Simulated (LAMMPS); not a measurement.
Quenches with several potentials: a melt of Al (fcc) with 10 % of Al sites Cu, cooled from 1370 K to 300 K at 1e+14 K/s, at zero pressure.

Models:
- EAM-type AlCu.adp: classical MD, pair style adp, file AlCu.adp (LAMMPS); Apostol and Mishin, Phys Rev B 83, 054116 (2011)
- EAM-type AlCu.eam.alloy: classical MD, pair style eam/alloy, file AlCu.eam.alloy (LAMMPS); Cai and Ye, Phys Rev B, 54, 8398-8410 (1996)
- MEAM AlSiMgCuFe.meam: classical MD, pair style meam, file AlSiMgCuFe.meam (LAMMPS); Jelinek, Groh, Horstemeyer, Houze, Kim, Wagner, Moitra and Baskes, Phys Rev B, 85, 245102 (2012)

| potential | state | density | coordination number of Al by Cu | most common Al-Al-Al angle | energy above the crystal | rough cost (ms per atom and simulated ps) |
|---|---|---|---|---|---|---|
| EAM-type AlCu.adp | glass | 3.08 g/cm³ (one sample) | 0.98 (counted to 3.14 Å) | at the 3° bin centred on 58.5°, after smoothing over three bins (mean of all 96°) | 0.037 eV/atom | 3 to 10 |
| EAM-type AlCu.eam.alloy | glass | 3.02 g/cm³ (one sample) | 1.28 (counted to 3.62 Å) | at the 3° bin centred on 58.5°, after smoothing over three bins (mean of all 96°) | - | 1 to 3 |
| MEAM AlSiMgCuFe.meam | glass | 3.07 g/cm³ (one sample) | 0.95 (counted to 3.10 Å) | at the 3° bin centred on 58.5°, after smoothing over three bins (mean of all 98°) | 0.045 eV/atom | 3 to 10 |

Costs are rough: whole-run CPU time with set-up and analysis, from shared machines, in bands a factor of about three wide.
